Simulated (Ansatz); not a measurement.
The reference is SiC in the wurtzite structure (space group P6_3mc, No. 186; a = 3.075 Å, c = 5.048 Å). Axes: x lies along a and z along c of the hexagonal cell.

Level of theory: r2SCAN/PAW in Ansatz (a program for electronic structure), no spin-orbit coupling.

It is then changed as follows: the cell is stretched by 1.28 % along y with no lateral relaxation; the atoms relax in the strained cell.

Q: Predict the stress tensor and what it implies for the stiffness.

A: Stress of the strained cell less that of the base (GPa, compression positive):
```
  -1.27    0.00    0.00
   0.00   -6.65    0.00
   0.00    0.00   -0.61
```

Then −Δσ_ii/ε with ε = 0.0128 gives secant stiffness values (nonlinear terms included at this strain): C22 ≈ 519 GPa, C12 ≈ 100 GPa and C23 ≈ 48 GPa.

No phonon test of stability was made.
